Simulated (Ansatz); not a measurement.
## Ge2Sb2Te5: response to strain

Take Ge2Sb2Te5 (space group P-3m1, No. 164) as the base.

```
CELL_PARAMETERS angstrom
      4.23419     0.00000     0.00000
     -2.11709     3.66691     0.00000
      0.00000     0.00000    17.43641
ATOMIC_POSITIONS crystal
  Te 0.00000 0.00000 0.00000
  Sb 0.66667 0.33333 0.11341
  Sb 0.33333 0.66667 0.88659
  Te 0.33333 0.66667 0.21241
  Te 0.66667 0.33333 0.78759
  Ge 0.00000 0.00000 0.34084
  Ge 0.00000 0.00000 0.65916
  Te 0.66667 0.33333 0.42287
  Te 0.33333 0.66667 0.57713
```

Cartesian axes are those of the cell as printed.

Strains are applied to the cell and any free atomic positions relax; under biaxial strain the out-of-plane vector relaxes too.

Levels (all Ansatz, an electronic-structure program, PAW, earlier PAW set): PBE-D3(BJ) (420 eV, no spin-orbit coupling); r2SCAN+rVV10 (500 eV, no spin-orbit coupling).

The base cell above is that of PBE-D3(BJ); each level relaxes its own structures.

```tsv
case	shortest interatomic distance, PBE-D3(BJ)	shortest interatomic distance, r2SCAN+rVV10
biaxial strain −1.66 %, plane normal [001], relaxed out of plane	2.813 Å	2.787 Å
biaxial strain −1.15 %, plane normal [001], relaxed out of plane	2.819 Å	…
biaxial strain −0.76 %, plane normal [001], relaxed out of plane	2.823 Å	2.798 Å
uniaxial strain ε_zz = −2.81 %	2.825 Å	…
```

Task: Complete the table.

Result: 
- biaxial strain −1.15 %, plane normal [001], relaxed out of plane, shortest interatomic distance, r2SCAN+rVV10: 2.793 Å
- uniaxial strain ε_zz = −2.81 %, shortest interatomic distance, r2SCAN+rVV10: 2.803 Å

PBE-D3(BJ) lies above r2SCAN+rVV10 in every row, by 0.022 Å to 0.026 Å. They put the cases in the same order.

Whether these cells are dynamically stable was not tested. The final runs are not spin-polarised. The program warned that a D3 coordination switch lies within reach, so dispersion energies are less smooth here.
